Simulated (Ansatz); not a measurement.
System: antifluorite K2S. Method: RPBE (PAW; Ansatz, an electronic-structure program).

Settings: plane-wave cutoff 520 eV, 8×8×8 k mesh, Fermi–Dirac smearing 0.01 eV, scalar-relativistic PAW data made under PBE.

The cell has the measured lattice: a = b = c = 7.3910 Å, α = β = γ = 90.00°.

Task: Estimate the band gap and smallest direct gap on the k points sampled that the calculation returns.

Result: 
band gap: 2.66 eV (indirect)
smallest direct gap on the k points sampled: 2.85 eV

Note: cell and atoms aren't relaxed at this level (pressure 1.8 GPa).

Computed values are for the static lattice.

Cost on a shared machine: roughly 8 core-seconds.
